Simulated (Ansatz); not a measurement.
Nb under a change: biaxial strain −1.50 %, plane normal [001], relaxed out of plane

Take Nb in the bcc (W type) structure (space group Im-3m, No. 229; a = 3.2729 Å; relaxed with 0.1 eV smearing) as the base. Axes: x, y, z lie along the cube axes.

Modification: compressive biaxial strain of 1.50 % in the plane normal to [001], as in epitaxy on a mismatched substrate; the out-of-plane cell vector and the atoms relax.

Method: PBEsol in Ansatz (plane waves to 420 eV, PAW, no spin-orbit coupling). Γ-centred 28×28×28 mesh, Fermi–Dirac width 0.1 eV.

```tsv
quantity	base	changed	shift
volume per atom	17.53 Å³	17.28 Å³	-0.25 Å³
energy relative to the base (free energy F)	0 meV/atom	+6.6 meV/atom	+6.6 meV/atom
pressure (mean of the normal stresses, compression positive)	0.0 GPa	2.8 GPa	+2.8 GPa
band gap	zero	zero	–
out-of-plane strain	–	+1.59 %	–
ratio −ε⊥/ε∥	–	1.06	–
mean in-plane stress (compression positive)	–	+4.1 GPa	–
```

Final structure (turned so that z lies along the plane normal):

```yaml
crystal:
  lattice:
    - [3.22382, 0.00000, 0.00000]
    - [0.00000, 3.22382, 0.00000]
    - [1.61191, -1.61191, 1.66246]
  atoms:
    - { symbol: Nb, position: [0.00000, 0.00000, 0.00000] }
```

Whether these cells are dynamically stable was not tested. The final runs are not spin-polarised.

Ansatz is a first-principles code.
